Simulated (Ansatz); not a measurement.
Start from BN in the zinc blende structure (space group F-43m, No. 216; a = 3.606 Å). Axes: x, y, z lie along the cube axes.

One thing is altered: uniaxial stress, 2 GPa tension along x, with the cell and atoms free to relax against it.

Levels (all Ansatz, a program for electronic structure, PAW): PBEsol (420 eV, no SOC); r2SCAN (500 eV, no SOC); HSE06 (420 eV, no SOC).

At the geometry relaxed with PBEsol, these levels gave the following band gaps, in shuffled order: (a) 4.27 eV, (b) 4.97 eV, (c) 5.77 eV.

Question: Match each gap to its level.

Answer: (a) PBEsol; (b) r2SCAN; (c) HSE06.

Single points use the geometry relaxed with PBEsol. HSE06 gaps are upper bounds (no full band path). Load acts through the strain it causes; cell and atoms are relaxed under it. Beyond what the load breaks, stability against distortions was not tested.
